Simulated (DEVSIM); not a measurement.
Device: Cr/SiO2/p-InP capacitor, at 300 K.

Layer 1 from the left is SiO2, thickness (nm) 5.60. Layer 2 from the left is InP, thickness (nm) 7200, Na (cm⁻³) 7.4e15.

Metal gate on the left, work function 4.5 eV. Fixed charge at the semiconductor interface 0 cm⁻² (in units of +e); no interface traps.

The device is made up for the run: typed textbook-type constants, with dimensions and the other settings drawn at random. Values at 300 K.

SiO2: gap (eV) 9, affinity (eV) 0.9, permittivity 3.9. InP: gap (eV) 1.344, affinity (eV) 4.38, permittivity 12.5, Nc (cm⁻³) 5.7e17, Nv (cm⁻³) 1.1e19.

Q: Estimate by hand the flat-band voltage, the threshold voltage, and compare with a numerical solution.

A: 
- Flat-band voltage: C = 0.617 μF/cm², work-function difference -1.035 V; VFB = φms − qNf/C = -1.04 V; numerical -1.04 V.
- Threshold voltage: φF = 0.521 V, depletion charge √(4εqNφF) = 5.23e-8 C/cm²; VT = VFB + 2φF + Qd/C = 0.09 V; numerical 0.09 V.

DEVSIM, 1D Poisson equation in equilibrium, Boltzmann statistics, complete ionisation; no quantum confinement or tunnelling. Metal contacts follow the ideal Schottky-Mott rule: no Fermi-level pinning, no interface dipoles.
